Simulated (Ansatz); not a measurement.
Base system: BaTiO3 in the cubic perovskite structure (space group Pm-3m, No. 221; a = 3.935 Å). Axes: x, y, z lie along the cube axes.

Method: LDA (Ansatz, a quantum-chemistry and plane-wave program; PAW; 420 eV plane waves; no spin-orbit coupling).

Strains are applied to the cell and any free atomic positions relax.

One change was made to it. Results:

| quantity | base | after |
|---|---|---|
| smallest direct gap | 1.87 eV | 1.86 eV |
| pressure (mean of the normal stresses, compression positive) | -0.01 GPa | 1.19 GPa |
| energy relative to the base (free energy F) | 0 meV/atom | +0.5 meV/atom |

Q: What was done to the base?
A) uniaxial strain ε_zz = −0.60 %
B) uniaxial strain ε_zz = −1.20 %
C) uniaxial strain ε_zz = −3.00 %
D) uniaxial strain ε_zz = −2.40 %

A: A, uniaxial strain ε_zz = −0.60 %. For comparison, the energy relative to the base in the other runs: uniaxial strain ε_zz = −3.00 % gives +13 meV/atom; uniaxial strain ε_zz = −2.40 % gives +8.3 meV/atom; uniaxial strain ε_zz = −1.20 % gives +2.0 meV/atom.

Stability against distortions was not tested. The final runs are not spin-polarised. Many cubic perovskites are stable only at high temperature; tilts and polar distortions were not tested. This is not the structure that BaTiO3 has at room temperature and ambient pressure.
